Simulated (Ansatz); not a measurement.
System: Cl-vacancy pair (Cl on one host O site, one O site vacant) in alpha quartz (charge state +1). The step: one O atom jumps into the vacancy from a nearby O site (Cl-vacancy distance between ideal sites 2.63 → 5.06 Å); the atom moves 2.24 Å along (0.38, 0.02, -0.22) of the unit cell; the moving atom starts with neighbours Si at 1.63, Si at 1.64 Å and ends with Si at 1.59, Si at 1.66 Å. A PBE band in Ansatz (plane-wave PAW, the Γ point alone, 72 host sites, 157 SCF runs with any check of the saddle's order, static, no finite-size correction) gives a forward barrier of 3.29 eV. The saddle point's order was not checked. The charge state is imposed; whether it is stable for some Fermi level was not computed. Forms of the defect that were not tried may lie lower.

Single points at the band's start and saddle point can refine it. Rough cost of one point, in units of the band's mean SCF on the same machine:

```json
[
 {"Level": "PBE, a 2×2×2 k-point mesh shifted by half a step along c", "Cost of one point": "about 9"},
 {"Level": "r2SCAN at 500 eV, the Γ point alone", "Cost of one point": "about 5"}
]
```

Task: Which of these move the barrier by more than 0.1 eV, and how far does each move it?

Result: PBE, a 2×2×2 k-point mesh shifted by half a step along c: +0.01 eV; r2SCAN at 500 eV, the Γ point alone: +0.40 eV. Each functional is compared with PBE at the same k-points.

Ansatz is an electronic-structure program.
